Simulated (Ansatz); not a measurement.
System: LiF (model structure, started from the NiAs type, P6₃/mmc, No. 194, 4 atoms in the cell). Method: G0W0@PBEsol in Ansatz (plane waves, hard PAW, contour deformation, complete-basis limit).

Run with largest k mesh 12×12×6 (not extrapolated in the mesh).

Cell (relaxed with PBEsol):

```cif
data_F2Li2
_chemical_formula_sum 'Li2 F2'
_space_group_name_H-M_alt 'P63/mmc'
_space_group_IT_number 194
_space_group_name_Hall '-P 6c 2c'
_cell_length_a 2.78494
_cell_length_b 2.78494
_cell_length_c 4.80664
_cell_angle_alpha 90.000
_cell_angle_beta 90.000
_cell_angle_gamma 120.000
loop_
_atom_site_label
_atom_site_type_symbol
_atom_site_symmetry_multiplicity
_atom_site_Wyckoff_symbol
_atom_site_fract_x
_atom_site_fract_y
_atom_site_fract_z
_atom_site_occupancy
Li1 Li 2 a 0.00000 0.00000 0.00000 1
F1 F 2 c 0.33333 0.66667 0.25000 1
```

Predict the band gap.


- band gap = 13.97 eV (direct)

Note: the relaxation could raise the start's symmetry but not lower it, so the cell can be a saddle point; the gap holds a correction of +0.81 eV to the complete basis.

Static lattice: no zero-point or thermal effects.

Computing time: about 2.6 core-hours (a rough figure).

A model structure was made by putting elements into a prototype or built by hand; it is no filed structure, need not be a known phase, and can be a saddle point held by its symmetry.

Ansatz is a program for electronic structure.
